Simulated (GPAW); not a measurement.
## Worked example: self-consistent single point of Al3Cu (P4/mmm, 4 atoms in the cell) in GPAW

Level of theory: LDA (Perdew-Wang 92), GPAW PAW datasets LDA (gpaw-data 1.0.1) (plane waves; GPAW 25.7.0).

Input as run:

```python
from ase import Atoms
from ase.units import GPa
from gpaw import GPAW, PW, FermiDirac

atoms = Atoms(['Al', 'Al', 'Al', 'Cu'],
              cell=[[2.798970, 0.000000, 0.000000],
                    [0.000000, 2.798970, 0.000000],
                    [0.000000, 0.000000, 7.568999]],
              scaled_positions=[[0.000000, 0.000000, 0.500000],
                                [0.500000, 0.500000, 0.226120],
                                [0.500000, 0.500000, 0.773880],
                                [0.000000, 0.000000, 0.000000]],
              pbc=True)

calc = GPAW(mode=PW(850),
            xc='LDA',
            kpts={'size': (15, 15, 6), 'gamma': True},
            occupations=FermiDirac(0.1),
            nbands=-10,
            convergence={'density': 1e-05},
            symmetry={'symmorphic': False, 'tolerance': 0.0005},
            maxiter=100,
            txt='-')

atoms.calc = calc

energy = atoms.get_potential_energy()
print('Energy (eV):', round(energy, 6))
forces = atoms.get_forces()
print('Forces (eV/Ang):')
print(forces.round(5))
stress = atoms.get_stress()
print('Stress (GPa, Voigt):', (stress / GPa).round(4))
```

Output (repeated stretches shortened):

```
Input parameters:
  convergence: {density: 1e-05}
  kpts: {gamma: True,
         size: (15, 15, 6)}
  maxiter: 100
  mode: {ecut: 850.0,
         name: pw}
  nbands: -10
  occupations: {fixmagmom: False,
                name: fermi-dirac,
                width: 0.1}
  symmetry: {symmorphic: False,
             tolerance: 0.0005}

species:
  Al:
    name: Aluminium
    Z: 13.0
    valence: 3
    core: 10
    charge: 0.0
    file: Al.LDA.gz

    # Using partial waves for Al as LCAO basis

  Cu:
    name: Copper
    Z: 29.0
    valence: 11
    core: 18
    charge: 0.0
    file: Cu.LDA.gz

    # Using partial waves for Cu as LCAO basis

Reference energy: -64686.360970  # eV

Spin-paired calculation

Convergence criteria:
 Maximum [total energy] change in last 3 cyles: 0.0005 eV / valence electron
 Maximum integral of absolute [dens]ity change: 1e-05 electrons / valence electron
 Maximum integral of absolute [eigenst]ate change: 4e-08 eV^2 / valence electron
 Maximum number of scf [iter]ations: 100

Symmetries present (total): 16
Symmetries with fractional translations: 0
1350 k-points: 15 x 15 x 6 Monkhorst-Pack grid + [0.000000,0.000000,1/12]
144 k-points in the irreducible part of the Brillouin zone
       k-points in crystal coordinates                weights
   0:     0.00000000    0.00000000    0.00000000          1/1350
   1:     0.00000000    0.00000000    0.16666667          2/1350
   2:     0.00000000    0.00000000    0.33333333          2/1350
   [... 7 lines left out ...]
          ...
 143:     0.46666667    0.46666667    0.50000000          4/1350

Wave functions: Plane wave expansion
  Cutoff energy: 850.000 eV
  Number of coefficients (min, max): 3317, 3364
  Pulay-stress correction: 0.000000 eV/Ang^3 (de/decut=0.000000)

Occupation numbers: Fermi-Dirac:
  width: 0.1000  # eV

Eigensolver

Densities:
  Coarse grid: 20*20*54 grid
  Fine grid: 40*40*108 grid
  Total Charge: 0.000000

Density mixing:
  Method: separate
  Backend: pulay
  Linear mixing parameter: 0.05
  old densities: 5
  Damping of long wavelength oscillations: 50

Hamiltonian:
  XC and Coulomb potentials evaluated on a 40*40*108 grid
  External potential:
    NoExternalPotential

Number of atoms: 4
Number of atomic orbitals: 21
Number of bands in calculation: 20
Number of valence electrons: 20
Bands to converge: occupied

Density initialized from atomic densities
  20 bands from LCAO basis set

Atomic positions and initial magnetic moments

Positions:
   0 Al     0.000000    0.000000    3.784499    ( 0.0000,  0.0000,  0.0000)
   1 Al     1.399485    1.399485    1.711502    ( 0.0000,  0.0000,  0.0000)
   2 Al     1.399485    1.399485    5.857497    ( 0.0000,  0.0000,  0.0000)
   3 Cu     0.000000    0.000000    0.000000    ( 0.0000,  0.0000,  0.0000)

Unit cell:
           periodic     x           y           z      points  spacing
  1. axis:    yes    2.798970    0.000000    0.000000    20     0.1399
  2. axis:    yes    0.000000    2.798970    0.000000    20     0.1399
  3. axis:    yes    0.000000    0.000000    7.568999    54     0.1402

  Lengths:   2.798970   2.798970   7.568999
  Angles:   90.000000  90.000000  90.000000

Effective grid spacing dv^(1/3) = 0.1400

     iter     time        total  log10-change:
                         energy   eigst   dens
iter:   1 --:--:--   -20.879432
iter:   2 --:--:--   -18.189951   -1.21  -0.91
iter:   3 --:--:--   -17.876154   -1.67  -1.11
iter:   4 --:--:--   -17.879678   -0.89  -1.17
iter:   5 --:--:--   -17.871200c  -2.33  -1.47
iter:   6 --:--:--   -19.338489   -0.45  -1.44
iter:   7 --:--:--   -17.733343   -1.19  -1.18
iter:   8 --:--:--   -17.618032   -1.52  -1.85
iter:   9 --:--:--   -17.617566   -4.04  -2.48
iter:  10 --:--:--   -17.651575   -2.21  -2.51
iter:  11 --:--:--   -17.617157   -2.37  -2.15
iter:  12 --:--:--   -17.617273   -3.75  -3.07
iter:  13 --:--:--   -17.617179c  -5.50  -3.10
iter:  14 --:--:--   -17.617127c  -5.15  -3.23
iter:  15 --:--:--   -17.617126c  -6.37  -3.50
iter:  16 --:--:--   -17.617127c  -7.12  -3.65
iter:  17 --:--:--   -17.617125c  -6.09  -3.68
iter:  18 --:--:--   -17.617125c  -7.62c -3.96
iter:  19 --:--:--   -17.617125c  -6.20  -4.12
iter:  20 --:--:--   -17.617125c  -8.18c -4.46
iter:  21 --:--:--   -17.617124c  -7.43c -4.50
iter:  22 --:--:--   -17.617124c  -8.48c -5.01c

Converged after 22 iterations.

Dipole moment: (-0.000000, -0.000000, -0.000000) |e|*Ang

Energy contributions relative to reference atoms: (reference = -64686.360970)

Kinetic:         -1.700272
Potential:       +4.804035
External:        +0.000000
XC:             -20.749733
Entropy (-ST):   -0.042504
Local:           +0.050098
SIC:             +0.000000
--------------------------
Free energy:    -17.638376
Extrapolated:   -17.617124

Showing only first 2 kpts
 Kpt  Band  Eigenvalues  Occupancy
  0     8      5.83412    2.00000
  0     9      8.15581    0.00204
  0    10     13.90236    0.00000
  0    11     13.90236    0.00000

  1     8      5.17462    2.00000
  1     9      9.00515    0.00000
  1    10     13.96966    0.00000
  1    11     13.96966    0.00000

Fermi level: 7.46714

No gap
No difference between direct/indirect transitions
Energy (eV): -17.617124

Forces in eV/Ang:
  0 Al    0.00000    0.00000    0.00000
  1 Al    0.00000    0.00000   -0.29610
  2 Al    0.00000    0.00000    0.29610
  3 Cu    0.00000    0.00000    0.00000

Stress tensor:
     0.025406     0.000000     0.000000
     0.000000     0.025406     0.000000
     0.000000     0.000000     0.022019
Stress (GPa, Voigt): [4.0705 4.0705 3.5279 0.     0.     0.    ]
```

The run converged in 22 iterations. GPAW prints stress with tension positive.

The starting cell comes from a database of computed structures (which also holds hypothetical and non-ambient phases and stackings), without a prior relaxation at this level. Its lattice was rescaled by a random factor within 2.5 % of one. Spin polarisation is off. With a pressure of about -4 GPa the cell is away from its equilibrium volume at this level.

Cost on one core of a shared machine: roughly 3 min.
